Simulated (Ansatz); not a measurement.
Start from GaAs in the zinc blende structure (space group F-43m, No. 216; a = 5.6656 Å).

It is then changed as follows: a hydrostatic pressure of 60 GPa.

Levels (all Ansatz, a program for electronic structure, PAW, earlier PAW set): r2SCAN (500 eV, no SOC); HSE06+SOC (420 eV, spin-orbit coupling included).

The geometry is relaxed with r2SCAN.

r2SCAN band gap: 0.85 eV
r2SCAN valence-band top at Γ: 0.00, 0.00, 0.00 eV

With HSE06+SOC at the same geometry, the band gap goes up by 0.135 eV (0.85 eV → 0.98 eV); the valence-band top at Γ (three highest Kramers pairs, from the VBM) changes from 0.00, 0.00, 0.00 eV to 0.00, 0.00, -0.42 eV. The threefold valence maximum splits by Δso ≈ 0.42 eV.

Single points use the geometry relaxed with r2SCAN. Their cutoffs differ, which shifts pressures a little. HSE06 was sampled on its mesh, a few special points and the semilocal edge points, so its gap is an upper bound. Differences between runs with and without spin-orbit coupling are approximate. Load acts through the strain it causes; cell and atoms are relaxed under it. Whether these cells are dynamically stable was not tested. Measured, GaAs leaves this structure (for a Cmcm phase) near 15 GPa (room temperature; as listed in arXiv:1906.07825).
